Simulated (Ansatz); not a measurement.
The parent structure is NaI in the rock salt structure (space group Fm-3m, No. 225; a = 6.4021 Å). Axes: x, y, z lie along the cube axes.

Now apply this change: uniaxial strain ε_zz = −0.50 %, all other strain components held at zero; the atoms relax in the strained cell.

Method: Ansatz (a quantum-chemistry and plane-wave program) PBEsol, no spin-orbit coupling.

Task: Give the band edges at the high-symmetry points of the new zone, measured from its valence-band maximum.

Result: 
```json
[
 {"point": "Γ", "valence edge (eV)": "0.00", "conduction edge (eV)": "3.61"},
 {"point": "X", "valence edge (eV)": "-0.80", "conduction edge (eV)": "4.47"},
 {"point": "P", "valence edge (eV)": "-1.03", "conduction edge (eV)": "5.90"},
 {"point": "N", "valence edge (eV)": "-0.31", "conduction edge (eV)": "4.96"},
 {"point": "M", "valence edge (eV)": "-0.82", "conduction edge (eV)": "4.47"},
 {"point": "S", "valence edge (eV)": "-0.67", "conduction edge (eV)": "5.15"},
 {"point": "S₀", "valence edge (eV)": "-0.67", "conduction edge (eV)": "5.15"},
 {"point": "R", "valence edge (eV)": "-1.01", "conduction edge (eV)": "5.88"},
 {"point": "G", "valence edge (eV)": "-1.01", "conduction edge (eV)": "5.88"}
]
```

The gap is 3.61 eV, direct at Γ.

Spin-orbit coupling, missing from the scalar runs, can matter with I. Whether these cells are dynamically stable was not tested. Labels are those of the standard path for the cell's own space group.
